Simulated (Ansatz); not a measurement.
Pressure series in TiB2

Consider TiB2 (space group P6/mmm, No. 191; a = 3.0249 Å, c = 3.2238 Å).

Cell and atoms are relaxed at each pressure.

All numbers come from Kohn–Sham DFT with the r2SCAN functional, run in Ansatz (an electronic-structure program) with PAW and 500 eV plane waves, no spin-orbit coupling, earlier PAW set.

```json
[
 {"pressure (GPa)": "-2", "volume per atom (Å³/atom)": "8.583"},
 {"pressure (GPa)": "-1", "volume per atom (Å³/atom)": "8.549"},
 {"pressure (GPa)": "0", "volume per atom (Å³/atom)": "8.515"},
 {"pressure (GPa)": "1.8", "volume per atom (Å³/atom)": "8.457"},
 {"pressure (GPa)": "4.2", "volume per atom (Å³/atom)": "8.382"},
 {"pressure (GPa)": "9", "volume per atom (Å³/atom)": "8.241"},
 {"pressure (GPa)": "18", "volume per atom (Å³/atom)": "?"},
 {"pressure (GPa)": "30", "volume per atom (Å³/atom)": "7.732"},
 {"pressure (GPa)": "60", "volume per atom (Å³/atom)": "7.197"}
]
```

**Question.** Fit the third-order Birch–Murnaghan form P(V) = (3B₀/2)[(V₀/V)^(7/3) − (V₀/V)^(5/3)]·[1 + (3/4)(B₀′ − 4)((V₀/V)^(2/3) − 1)] (squares taken in P) to the rows shown and predict the withheld row.

**Answer.** Least squares on the printed values gives V₀ = 8.515 Å³/atom, B₀ = 258 GPa, B₀′ = 3.8; this predicts 8.004 Å³/atom, and the run gives 8.004 Å³/atom, in agreement.

Load acts through the strain it causes; cell and atoms are relaxed under it. Stability against distortions was not tested. No other phases were tried under pressure. All final runs are without spin polarisation.
